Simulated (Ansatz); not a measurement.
**Nb3B4 (Immm): band-structure transport figures**

Input:

```
Nb3B4
1.0
   -1.56574     1.63970     7.01521
    1.56574    -1.63970     7.01521
    1.56574     1.63970    -7.01521
Nb B
3 4
Direct
  0.18514   0.68514   0.50000
  0.81486   0.31486   0.50000
  0.00000   0.00000   0.00000
  0.43568   0.43568   0.00000
  0.56432   0.56432   0.00000
  0.36747   0.86747   0.50000
  0.63253   0.13253   0.50000
```

Level of theory: PBEsol, rigid bands (plane waves, PAW, scalar-relativistic; Ansatz, a first-principles code). Geometry: cell and atoms relaxed with PBEsol.

```json
{
  "density of states at the Fermi level": "2.02 states/(eV·cell), both spins",
  "bare Sommerfeld coefficient": "0.68 mJ/(mol of atoms·K²)",
  "drude_plasma_energy": "6.3 (x), 5.7 (y), 5.4 (z) eV",
  "root-mean-square Fermi velocity": "6.8e5 m/s",
  "resistivity times τ": "12.4 (x), 15.1 (y), 16.5 (z) ×10⁻²² Ω·m·s"
}
```

A metal at this level (no band gap); rigid bands, thermally averaged at 300 K, both spins. Spin-orbit coupling is left out. τ is one relaxation time for all states.
